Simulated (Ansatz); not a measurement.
# Zr: pressure 22.5 GPa

Consider Zr in the hcp (Mg type) structure (space group P6_3/mmc, No. 194; a = 3.184 Å, c = 5.117 Å).

Perturbation: cell and atoms relaxed at a pressure of 22.5 GPa.

The values are results of Ansatz (a first-principles code), PBEsol, PAW, cutoff 420 eV, spin-orbit coupling left out, not measurements. Settings: 17×17×9 k-points, 0.05 eV Fermi–Dirac smearing.

- Volume per atom: 18.81 Å³ (base 22.46 Å³)
- Lattice parameter a: 2.963 Å (base 3.184 Å)
- c/a ratio: 1.670 (base 1.607)
- Shortest interatomic distance: 2.963 Å (base 3.150 Å)
- Enthalpy H = E + PV relative to the base's energy: +2.87 eV/atom
- Band gap: zero (base zero)

Final structure:

```yaml
crystal:
  lattice:
    - [2.96292, 0.00000, 0.00000]
    - [-1.48146, 2.56597, 0.00000]
    - [0.00000, 0.00000, 4.94775]
  atoms:
    - { symbol: Zr, position: [0.66667, 0.33333, 0.75000] }
    - { symbol: Zr, position: [0.33333, 0.66667, 0.25000] }
```

Cost of the whole job for the changed cell (relaxation, final SCF and bands): very roughly 30 core-seconds.

Load acts through the strain it causes; cell and atoms are relaxed under it. No phonon test of stability was made. The final runs are not spin-polarised. Measured, Zr leaves this structure (for the ω phase) near 3 GPa (temperature not stated; as listed in C. Cazorla, D. Alfè, M. J. Gillan, Physical Review B (2008)).
